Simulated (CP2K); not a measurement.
Input and output of a self-consistent single point for a sheet of PtSe2 (3 atoms in the cell) (CP2K).

Level of theory: LDA (Pade form), GPW, DZVP-MOLOPT-SR-GTH basis, GTH-PADE potentials (GTH_POTENTIALS) in CP2K.

```xyz
3
Lattice="3.6193 0.0000 0.0000 -1.8096 3.1344 0.0000 0.0000 0.0000 16.9820" Properties=species:S:1:pos:R:3 pbc="T T T"
Pt     0.0000     0.0000     8.4910
Se     0.0000     2.0896     9.9820
Se     1.8096     1.0448     7.0000
```

Reference input (self-consistent single point, DFT PBE, GPW, DZVP-MOLOPT-SR-GTH basis, GTH-PBE potentials (GTH_POTENTIALS)): CUTOFF = 500 Ry; REL_CUTOFF = 50 Ry; SMEAR/METHOD = GAUSSIAN; SIGMA = 0.136 eV; KPOINTS/SCHEME = MONKHORST-PACK 9 9 1; XC_FUNCTIONAL = PBE; Pt/BASIS_SET = DZVP-MOLOPT-SR-GTH; Pt/POTENTIAL = GTH-PBE-q18; Se/BASIS_SET = DZVP-MOLOPT-SR-GTH; Se/POTENTIAL = GTH-PBE-q6; METHOD = GPW; EPS_DEFAULT = 1e-11. This run's input differs from it in these lines:

```diff
@@ -43,3 +43,3 @@
     &XC
-      &XC_FUNCTIONAL PBE
+      &XC_FUNCTIONAL PADE
       &END XC_FUNCTIONAL
@@ -75,3 +75,3 @@
       BASIS_SET DZVP-MOLOPT-SR-GTH
-      POTENTIAL GTH-PBE-q18
+      POTENTIAL GTH-PADE-q18
     &END KIND
@@ -79,3 +79,3 @@
       BASIS_SET DZVP-MOLOPT-SR-GTH
-      POTENTIAL GTH-PBE-q6
+      POTENTIAL GTH-PADE-q6
     &END KIND
```

Output, abridged:

```
 SCF WAVEFUNCTION OPTIMIZATION

  Step     Update method      Time    Convergence         Total energy    Change
     1 NoMix/Diag. 0.30E+00      -     0.63267468      -139.9255121375 -1.40E+02
     2 Broy./Diag. 0.30E+00      -     0.10577681      -141.6843050356 -1.76E+00
     3 Broy./Diag. 0.30E+00      -     0.10169457      -140.5813834428  1.10E+00
     4 Broy./Diag. 0.30E+00      -     0.00549156      -139.7123984275  8.69E-01
     5 Broy./Diag. 0.30E+00      -     0.00611208      -139.7422169388 -2.98E-02
     6 Broy./Diag. 0.30E+00      -     0.00133282      -139.7585526898 -1.63E-02
   [... 11 lines left out ...]
    18 Broy./Diag. 0.30E+00      -     0.00000442      -139.7316815667 -3.96E-06
    19 Broy./Diag. 0.30E+00      -     0.00000113      -139.7316923847 -1.08E-05
    20 Broy./Diag. 0.30E+00      -     0.00000168      -139.7316921091  2.76E-07
    21 Broy./Diag. 0.30E+00      -     0.00000035      -139.7316938053 -1.70E-06
  *** SCF run converged in    21 steps ***

  Overlap energy of the core charge distribution:               0.00000000147739
  Self energy of the core charge distribution:               -222.62257214343231
  Core Hamiltonian energy:                                     49.50622206127881
  Hartree energy:                                              49.04289851868997
  Exchange-correlation energy:                                -15.65824220045212
  Smearing free energy correction:                             -0.00000004289546
  Fermi energy:                                                -0.03238904949072

  Total energy:                                              -139.73169380533469
  Total energy (extrapolated to sigma->0):                   -139.73169378388695

   [... lines left out ...]

 STRESS| Analytical stress tensor [bar]
 STRESS|                        x                   y                   z
 STRESS|      x       -2.54057885997E+04  -1.28544239408E-01   2.75902768173E-01
 STRESS|      y       -1.28544239408E-01  -2.54059805248E+04  -1.71125797792E-01
 STRESS|      z        2.75902768173E-01  -1.71125797792E-01  -4.64758796488E+04
 STRESS| 1/3 Trace                                            -3.24292162578E+04
```

The run converged in 21 iterations. Against the reference run the largest force goes from 1.064 to 1.874 eV/Å and the gap on the mesh goes from 0.885 to 0.831 eV.

The starting cell was generated: these elements placed on a structure prototype, without a prior relaxation; it need not be a known phase or ordering of this composition. Its lattice was rescaled in the plane by a random factor within 2.5 % of one. Spin-orbit coupling is off. Values carry the incompleteness of an atom-centred basis. Forces in this geometry exceed 1 eV/Å.

Cost on one core of a shared machine: roughly 30 s.
